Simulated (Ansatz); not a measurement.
Consider Ru in the hcp (Mg type) structure (space group P6_3/mmc, No. 194; relaxed with 0.1 eV smearing).

```yaml
crystal:
  lattice:
    - [2.72191, 0.00000, 0.00000]
    - [-1.36096, 2.35725, 0.00000]
    - [0.00000, 0.00000, 4.29398]
  atoms:
    - { symbol: Ru, position: [0.66667, 0.33333, 0.75000] }
    - { symbol: Ru, position: [0.33333, 0.66667, 0.25000] }
```

Cartesian axes are those of the cell as printed.

Computed with Kohn–Sham DFT with the PBE functional, run in Ansatz (a program for electronic structure) with PAW and 420 eV plane waves, no spin-orbit coupling.

Strains are applied to the cell and any free atomic positions relax; under biaxial strain the out-of-plane vector relaxes too.

One change was made to it. Results:

```tsv
quantity	base	after
pressure (mean of the normal stresses, compression positive)	0.0 GPa	-4.1 GPa
shortest interatomic distance	2.661 Å	2.661 Å
```

Which of these changes matches the shifts?
A. biaxial strain +1.50 %, plane normal [001], relaxed out of plane
B. biaxial strain −2.50 %, plane normal [001], relaxed out of plane
C. biaxial strain +1.00 %, plane normal [001], relaxed out of plane
D. biaxial strain +0.50 %, plane normal [001], relaxed out of plane
E. biaxial strain −1.50 %, plane normal [001], relaxed out of plane

C, biaxial strain +1.00 %, plane normal [001], relaxed out of plane. For comparison, the pressure in the other runs: biaxial strain −2.50 %, plane normal [001], relaxed out of plane gives 12.7 GPa; biaxial strain −1.50 %, plane normal [001], relaxed out of plane gives 7.1 GPa; biaxial strain +1.50 %, plane normal [001], relaxed out of plane gives -5.9 GPa; biaxial strain +0.50 %, plane normal [001], relaxed out of plane gives -2.1 GPa.

No phonon test of stability was made. All final runs are without spin polarisation.
